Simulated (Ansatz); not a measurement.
Ansatz (a program for electronic structure) run on Sn (I4_1/amd, 2 atoms in the cell): self-consistent single point.

Method of the run: PBE, harder PAW files (source: ansatz) (plane waves; Ansatz).

The change in words: lattice scaled by 1.03. Reference geometry:
```
CELL_PARAMETERS angstrom
     -2.94014     2.94014     1.59930
      2.94014    -2.94014     1.59930
      2.94014     2.94014    -1.59930
ATOMIC_POSITIONS crystal
  Sn 0.75000 0.25000 0.50000
  Sn 0.00000 0.00000 0.00000
```

Reference input (self-consistent single point, DFT, PBE, plane waves, harder PAW files (source: ansatz)): basis.ecutwfc = 640 eV; kpoints.mp_grid.grid = 12 12 12; hamiltonian.xc = pbe; hamiltonian.pseudopotentials = {kind: paw, source: ansatz}; scf.occupations.method = methfessel_paxton; scf.occupations.width = 0.05 eV. This run's input differs from it in these lines:

```diff
@@ -3,5 +3,5 @@
   lattice:
-    - [-2.940140, 2.940140, 1.599300]
-    - [2.940140, -2.940140, 1.599300]
-    - [2.940140, 2.940140, -1.599300]
+    - [-3.028344, 3.028344, 1.647279]
+    - [3.028344, -3.028344, 1.647279]
+    - [3.028344, 3.028344, -1.647279]
   atoms:
```

Log, with long lists cut:

```
SCF iter   1: F=—  HF=-19450.433921 eV  |F-HF|=—  |Δ(HF+E_count)|=         —  Δρ=1.27e-2  dr2=1.02e-1  ethr=3.10e-3  ⟨swp⟩=5.4  Hψ=17115  notcnv=0
all-band conjugate gradients solve this SCF's bands
preconditioner: auto → none
SCF iter   2: F=—  HF=-19450.418393 eV  |F-HF|=—  |Δ(HF+E_count)|=   1.55e-2  S|Δr|=    0.00e0  Δρ=6.10e-3  dr2=1.46e-2  ethr=2.31e-4  ⟨swp⟩=2.1  Hψ=8024  notcnv=0  defer=125
SCF iter   3: F=—  HF=-19450.419970 eV  |F-HF|=—  |Δ(HF+E_count)|=   1.58e-3  S|Δr|=    0.00e0  Δρ=1.73e-3  dr2=1.46e-3  ethr=3.32e-5  ⟨swp⟩=2.0  Hψ=7537  notcnv=0  defer=125
SCF iter   4: F=—  HF=-19450.420224 eV  |F-HF|=—  |Δ(HF+E_count)|=   2.54e-4  S|Δr|=    0.00e0  Δρ=2.17e-4  dr2=1.50e-5  ethr=3.31e-6  ⟨swp⟩=2.2  Hψ=6454  notcnv=0  defer=125
SCF iter   5: F=—  HF=-19450.420228 eV  |F-HF|=—  |Δ(HF+E_count)|=   3.83e-6  S|Δr|=    0.00e0  Δρ=1.90e-5  dr2=7.62e-8  ethr=2.27e-10  ⟨swp⟩=8.0  Hψ=23736  notcnv=0
SCF iter   6: F=-19450.420228 eV  HF=-19450.420228 eV  |F-HF|=4.15e-10  |Δ(HF+E_count)|=   9.49e-8  S|Δr|=    0.00e0  Δρ=1.40e-6  dr2=5.13e-10  ethr=1.73e-10  ⟨swp⟩=2.1  Hψ=13637  notcnv=0
SCF 1 converged in 6 iterations: F = -19450.420228 eV  dr2 = 5.13e-10
Stability not checked (fill_not_monotonic)
Free energy (F): -19450.420228 eV
Internal energy: -19450.420401 eV  (E = F + TS)
E sigma→0 (E₀):  -19450.420271 eV
Entropy (-TS):   0.000173 eV (0.087 meV/atom)
Fermi energy:    11.095300 eV
--- Forces (eV/Å), atoms counted from 1 ---
  atom   1  Sn    -0.00000000     0.00000000     0.00000000
  atom   2  Sn    -0.00000000     0.00000000     0.00000000
--- Stress (GPa, compression-positive) ---
       -2.616529       0.000000       0.000000
        0.000000      -2.616529       0.000000
        0.000000       0.000000      -2.419020
  P = ⅓ Tr σ = -2.5507 GPa (-25.507 kbar)
  The stress holds the Pulay correction. Without it, at fixed plane waves, as pw.x and ABINIT print it: P = -2.5511 GPa
```

The run converged in 6 iterations. Against the reference run the free energy goes up by 12.3 meV/atom and the pressure goes from 1.34 to -2.55 GPa.

The starting cell comes from a database of computed structures (which also holds hypothetical and non-ambient phases and stackings), without a prior relaxation at this level. For this run, on top of that: lattice scaled by 1.03. Ansatz's pressure includes its estimate of the finite-basis (Pulay) stress.

Keys are those of Ansatz 0.2.
